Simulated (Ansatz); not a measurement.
## BN: pressure series

The parent structure is BN in the h-BN type structure (space group P6_3/mmc, No. 194; a = 2.506 Å, c = 6.616 Å; layered, stacked along the Cartesian z axis).

Cell and atoms are relaxed at each pressure.

Method: PBE-D3(BJ) in Ansatz (plane waves to 420 eV, PAW, without spin-orbit coupling), earlier PAW set.

Notes on the quantities. enthalpy: H = E + PV relative to the base's energy.

```
change                 enthalpy    band gap   c/a ratio
----------------  -------------  ----------  ----------
base                          –     4.24 eV       2.640
pressure 0.3 GPa  +0.02 eV/atom     4.22 eV       2.616
pressure 0.7 GPa  +0.04 eV/atom     4.20 eV       2.586
pressure 1.5 GPa  +0.08 eV/atom     4.17 eV       2.539
pressure 3 GPa    +0.16 eV/atom  (withheld)  (withheld)
pressure 5 GPa    +0.26 eV/atom     4.08 eV       2.402
pressure 10 GPa   +0.51 eV/atom     4.02 eV       2.287
```

**Question.** Complete the table.

**Answer.** 
- pressure 3 GPa, band gap: 4.12 eV
- pressure 3 GPa, c/a ratio: 2.471

Load acts through the strain it causes; cell and atoms are relaxed under it. Stability against distortions was not tested. Competing high-pressure phases were not computed.

Ansatz is a program for electronic structure.
